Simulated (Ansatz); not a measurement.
The reference is WSe$_{2}$ in the 2H-MoS2 type structure (space group P6_3/mmc, No. 194; layered, stacked along the Cartesian z axis).

```
WSe2
1.0
    3.27906     0.00000     0.00000
   -1.63953     2.83975     0.00000
    0.00000     0.00000    12.78607
W Se
2 4
Direct
  0.33333   0.66667   0.25000
  0.66667   0.33333   0.75000
  0.33333   0.66667   0.61827
  0.66667   0.33333   0.11827
  0.66667   0.33333   0.38173
  0.33333   0.66667   0.88173
```

All numbers come from Ansatz (a quantum-chemistry and plane-wave program) PBE-D3(BJ), no spin-orbit coupling.

Base values:

Smallest direct gap: 1.57 eV
Hole mass: 1.3 mₑ along c, 0.70 mₑ across (at Γ)
Gap character: indirect, Γ → K–Γ (47 % along)

Perturbation: every lattice vector is shortened by 3.33 %, atoms relaxed at fixed cell.

**Question.** Estimate the effect on the smallest direct gap.

**Answer.** The smallest direct gap drops by 0.174 eV (1.57 eV → 1.39 eV).

**Question.** What happens to the hole mass?

**Answer.** The hole mass becomes 1.4 mₑ along c, 0.67 mₑ across (at Γ) (base: 1.3 mₑ along c, 0.70 mₑ across (at Γ)).

**Question.** What does the calculation give for the gap character after the change?

**Answer.** The gap character stays indirect, Γ → K–Γ (47 % along).

**Question.** What happens to the energy relative to the base?

**Answer.** The energy increases by 47 meV/atom.

Spin-orbit coupling, missing from the scalar runs, can matter with W. The cells carry an imposed strain or load. Masses are band curvatures over ±0.01 Å⁻¹ around the edge. Stability against distortions was not tested.
